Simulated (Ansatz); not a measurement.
# TiO2: response to strain

Start from TiO2 in the rutile structure (space group P4_2/mnm, No. 136; a = 4.548 Å, c = 2.917 Å).

Strains are applied to the cell and any free atomic positions relax.

Level of theory: LDA in Ansatz (plane waves to 420 eV, PAW, without spin-orbit coupling).

Notes on the quantities. energy relative to the base: free energy F; pressure: mean of the normal stresses, compression positive.

```csv
variant,energy relative to the base,band gap,shortest interatomic distance,electron mass,pressure
base,0 meV/atom,1.86 eV,192.8 pm,"0.52 mₑ along c, 1.1 mₑ across (at Γ)",0.00 GPa
isotropic strain −3.00 %,+71 meV/atom,1.96 eV,188.0 pm,"0.46 mₑ along c, 0.96 mₑ across (at Γ)",28.14 GPa
isotropic strain −2.40 %,+44 meV/atom,1.94 eV,189.1 pm,"0.47 mₑ along c, 0.99 mₑ across (at Γ)",21.54 GPa
isotropic strain −1.80 %,+24 meV/atom,1.92 eV,190.0 pm,"0.48 mₑ along c, 1.0 mₑ across (at Γ)",15.47 GPa
isotropic strain −1.20 %,+11 meV/atom,1.90 eV,191.0 pm,"0.49 mₑ along c, 1.0 mₑ across (at Γ)",9.87 GPa
isotropic strain −0.60 %,+2.6 meV/atom,1.88 eV,191.9 pm,"0.50 mₑ along c, 1.1 mₑ across (at Γ)",4.72 GPa
```

Masses are band curvatures over ±0.01 Å⁻¹ around the edge. Whether these cells are dynamically stable was not tested. All final runs are without spin polarisation.

Ansatz is a program for electronic structure.
